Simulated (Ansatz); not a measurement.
Given:

End structure of a constructed model of the (111) surface of fcc Al, a pseudomorphic layer of Ti in the other hollow (bottom of the slab: a bare face, its two planes held):

```xyz
7
Lattice="2.8581 0.0000 0.0000 -1.4290 2.4752 0.0000 0.0000 0.0000 30.5000" Properties=species:S:1:pos:R:3 pbc="T T T"
Al     0.0000     1.6501     8.2054
Al     1.4290     0.8251    10.5390
Al     0.0000     0.0000    12.8680
Al     0.0000     1.6501    15.2203
Al     1.4290     0.8251    17.5688
Al     0.0000     0.0000    19.8785
Ti     1.4290     0.8251    22.1141
```

Set-up: 7 atoms, 14.1 Å thick at the start with caps and adatoms; mesh 15x15x1; 0.1 eV smearing; dipole correction on; 2 atoms held, the rest relaxed; symmetry of the start imposed; no spin, no spin-orbit, no U. In PBE it is, or lies within 0.01 eV a 1x1 cell of, the lowest of the 2 structures of its composition computed so far; subsurface sites and larger cells were not tried.

Task: What is the computed work function of the top face (Ansatz (a program for electronic structure) with PBE)?

Result: 4.59 eV
